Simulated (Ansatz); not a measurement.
Cubic perovskite KMgF₃ was calculated with PBEsol in Ansatz (plane waves, PAW).

Run with plane-wave cutoff 500 eV, 8×8×8 k mesh, gaussian smearing 0.02 eV, scalar-relativistic PAW data made under PBE.

Cell (relaxed at this level):

```yaml
crystal:
  lattice:
    - [3.99129, 0.00000, 0.00000]
    - [0.00000, 3.99129, 0.00000]
    - [0.00000, 0.00000, 3.99129]
  atoms:
    - { symbol: K, position: [0.00000, 0.00000, 0.00000] }
    - { symbol: Mg, position: [0.50000, 0.50000, 0.50000] }
    - { symbol: F, position: [0.50000, 0.00000, 0.50000] }
    - { symbol: F, position: [0.00000, 0.50000, 0.50000] }
    - { symbol: F, position: [0.50000, 0.50000, 0.00000] }
```

### Question
Give the computed band gap.

### Answer

- band gap: 7.12 eV (on the SCF k mesh)

Measured, for comparison: band gap 12.4 eV (temperature not stated, no zero-point or thermal correction; as tabulated in Sahnoun et al. (2004), doi:10.1016/j.matchemphys.2004.11.019). Computed (rounded) less measured: band gap -5.28 eV.

Cost on a shared machine: about 23 core-seconds (a rough figure).

Ansatz is a first-principles code.
